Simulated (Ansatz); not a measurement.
Take P in the black-P type structure (space group Cmce, No. 64; a = 3.3022 Å, b = 10.6908 Å, c = 4.4667 Å; layered, stacked along the Cartesian y axis) as the base.

Structures relaxed with r2SCAN+rVV10/PAW in Ansatz (a program for electronic structure), no spin-orbit coupling.

Base:

Simulated powder pattern, Mo Kα, λ = 0.71073 Å (kinematic, ideal powder, no thermal factors, no anomalous dispersion; the 10 strongest lines at most, above 2 %, up to 2θ = 40°):

```json
[
 {"2θ (°)": "7.62", "I/Imax (%)": "37", "hkl": "(020)"},
 {"2θ (°)": "11.90", "I/Imax (%)": "54", "hkl": "(021)"},
 {"2θ (°)": "15.28", "I/Imax (%)": "36", "hkl": "(040)"},
 {"2θ (°)": "15.85", "I/Imax (%)": "100", "hkl": "(111)"},
 {"2θ (°)": "22.48", "I/Imax (%)": "19", "hkl": "(112)"},
 {"2θ (°)": "24.64", "I/Imax (%)": "41", "hkl": "(151)"},
 {"2θ (°)": "24.86", "I/Imax (%)": "13", "hkl": "(200)"},
 {"2θ (°)": "25.00", "I/Imax (%)": "37", "hkl": "(132)"},
 {"2θ (°)": "28.69", "I/Imax (%)": "16", "hkl": "(023)"},
 {"2θ (°)": "38.32", "I/Imax (%)": "13", "hkl": "(223)"}
]
```

Now apply this change: full substitution P → Ga, then cell and atoms are relaxed.

After the change:

Simulated powder pattern, Mo Kα, λ = 0.71073 Å (kinematic, ideal powder, no thermal factors, no anomalous dispersion; the 10 strongest lines at most, above 2 %, up to 2θ = 40°):

```
2θ (°)  d (Å)  I/Imax (%)    hkl
------  -----  ----------  -----
15.93   2.565          66  (004)
16.15   2.530          64  (020)
17.42   2.347         100  (111)
20.78   1.971          75  (113)
22.76   1.801          50  (024)
26.29   1.563          24  (115)
28.92   1.423          23  (131)
31.12   1.325          22  (133)
32.97   1.252          21  (117)
38.02   1.091          18  (224)
```

The indices refer to each structure's own conventional cell; one index is shown for lines that coincide. The space group is now Fmmm (No. 69).

No phonon test of stability was made. As relaxed here, Ga is a hypothetical phase, not in the database extracts checked.
